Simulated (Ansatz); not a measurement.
```yaml
crystal:
  lattice:
    - [4.01340, 0.00000, 0.00000]
    - [0.00000, 4.01340, 0.00000]
    - [2.00670, 2.00670, 2.83790]
  atoms:
    - { symbol: Al, position: [0.00000, 0.00000, 0.00000] }
    - { symbol: As, position: [0.25000, 0.75000, 0.50000] }
```

Space group of this cell: F-43m, zinc blende. The cell is taken as given.

Method: PBEsol (plane waves, PAW; Ansatz, a first-principles code).

The current runs along the normal of the first two printed vectors; no spin-orbit coupling. Scaled by the factor s: all lengths (ions clamped). The meshes follow the cell: 12×12×12 and 8×8 across at s = 0.98, 10×10×10 and 8×8 across at s = 1.00, 10×10×10 and 8×8 across at s = 1.02.

```tsv
s	mean pressure (GPa)	band gap (eV)
0.98	4.9	?
1.00	0.0	1.34
1.02	-3.8	1.44
```

**Question.** Take the slope of the band gap against ln s from the two given rows, extrapolate to s = 0.98, and say what the run there gives.

**Answer.** Slope = (1.44 − 1.34) / ln 1.02 = 5.05 eV. The line gives 1.34 + (5.05) × ln 0.98 = 1.24 eV. The run gives 1.24 eV, as the line does.
